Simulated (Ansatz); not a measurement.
Base system: ZnGeP2 in the chalcopyrite structure (space group I-42d, No. 122; a = 5.4242 Å, c = 10.7095 Å). Axes: x, y, z lie along a, b, c of the conventional cell.

It is then changed as follows: uniaxial strain ε_xx = −3.01 %, all other strain components held at zero; the atoms relax in the strained cell.

The values are results of PBEsol in Ansatz (plane waves to 420 eV, PAW, no spin-orbit coupling), not measurements.

Problem. Give the band edges at the high-symmetry points of the new zone, measured from its valence-band maximum.

Solution. 
```csv
point,valence edge (eV),conduction edge (eV)
Γ,0.00,1.19
X,-1.44,0.98
F₂,-0.98,1.09
Σ₀,-0.98,1.09
Y₀,-1.09,1.29
U₀,-1.09,1.29
R,-1.08,2.28
W,-1.16,1.84
S,-1.19,2.32
T,-0.83,1.15
```

The gap is 0.85 eV, indirect, Γ → X–F₂ (33 % along).

Stability against distortions was not tested. Labels are those of the standard path for the cell's own space group.

Ansatz is an electronic-structure program.
